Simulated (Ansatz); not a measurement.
Amorphous IGZO (In10Ga10Zn5O35), 60 atoms at 6.08 g/cm³, one PBE-relaxed geometry, zone centre. Methods: PBE, scalar-relativistic without spin-orbit coupling (Ansatz, a program for electronic structure); r2SCAN, scalar-relativistic without spin-orbit coupling (Ansatz); HSE06, scalar-relativistic without spin-orbit coupling (Ansatz). Plane waves to 420 eV (r2SCAN 500 eV); exact exchange is cut at the cell's faces. At PBE the levels at the filled edge of the gap are localised (band-tail or defect states). All rungs ran without spin polarisation.

It comes from a melt-quench run on a machine-learned potential (CHGNet), relaxed afterwards by DFT. O atoms were pushed apart under 1.9 Å during the dynamics, to hinder bonds among them. The hot cell started wider than the set density and was brought back towards it in steps. It is the lowest in DFT energy of 2 quenches. It is a model cell: composition and starting density were chosen by hand, and all elements were melted together. No dispersion term was used. Its density started from a set value of 6.08 and ended at 6.08 g/cm³. The quench (nominally 170 K/ps over its main leg) was far faster than any real one, so the model tends to hold more defects than a real film. Values belong to this one cell and scatter from quench to quench. The volume was held where the preparation left it, at a PBE pressure of 1.5 GPa. Stress components on the final sampling reach 2.9 GPa.

The relaxation ran on the zone centre alone. At PBE the level gap is 0.77 eV on a 2×2×2 Γ-centred mesh, and the spacing at the zone centre alone 0.84 eV.

**Question.** What zone-centre spacing does r2SCAN give, roughly?

**Answer.** 1.31 eV (+0.47 eV against PBE).

**Question.** What zone-centre spacing does HSE06 give, roughly?

**Answer.** 2.43 eV (+1.59 eV against PBE).

The highest filled and the lowest empty state spread over these numbers of atoms (participation numbers): PBE: 9.3 and 54.8; r2SCAN: 8.7 and 53.6; HSE06: 8.9 and 53.1.
